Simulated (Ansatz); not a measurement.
# NiSi2 under a change: Ni → Co

Base system: NiSi2 (space group Fm-3m, No. 225; a = 5.445 Å; non-magnetic).

One thing is altered: Co takes the place of Ni on all its sites; the structure is relaxed again.

Method: Ansatz (a program for electronic structure) PBE, no spin-orbit coupling. k-mesh 15×15×15 (Γ-centred); smearing 0.05 eV (Fermi–Dirac).

The volume per atom decreases by 0.62 Å³ to 12.83 Å³ and the density grows by 0.24 g/cm³ to 4.97 g/cm³. The lattice parameter a falls by 0.085 Å to 5.360 Å and the space group remains Fm-3m (No. 225). The shortest interatomic distance shrinks by 0.037 Å, from 2.358 Å to 2.321 Å and the band gap remains zero.

Final structure:

```
CoSi2
1.0
    0.00000     2.67985     2.67985
    2.67985     0.00000     2.67985
    2.67985     2.67985     0.00000
Co Si
1 2
Direct
  0.00000   0.00000   0.00000
  0.25000   0.25000   0.25000
  0.75000   0.75000   0.75000
```

Stability against distortions was not tested. Starting moments died away, wholly or in part, for Ni → Co and the base; another magnetic solution may exist. The final runs are not spin-polarised. An odd electron count without spin: CoSi2.
